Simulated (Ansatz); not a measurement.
Consider a 16-atom supercell of HfC in the rock salt structure (space group Fm-3m, No. 225; a = 4.652 Å) at its relaxed geometry.

(Cell as relaxed with PBE.)

Levels (all Ansatz, a first-principles code, PAW): PBE (420 eV, without spin-orbit coupling); r2SCAN (500 eV, no spin-orbit coupling).

Each level relaxes its own structure.

It is then changed as follows: one C atom is replaced by Hf, atoms relaxed at fixed cell, starting from a slightly rattled geometry.

```csv
quantity,PBE,r2SCAN
pressure,22.1 GPa,21.9 GPa
shift of the substituted atom off its lattice site,0.77 Å,0.89 Å
largest displacement of a host atom from its site in the perfect cell,0.35 Å,0.36 Å
```

PBE's pressure lies 0.2 GPa above r2SCAN's; PBE's shift of the substituted atom off its lattice site lies 0.114 Å below r2SCAN's. Neither level is exact; r2SCAN is the comparison here, not a measurement.

In so small a cell the defect repeats every few ångströms: this is an ordered compound, not a dilute defect. The final runs are not spin-polarised.
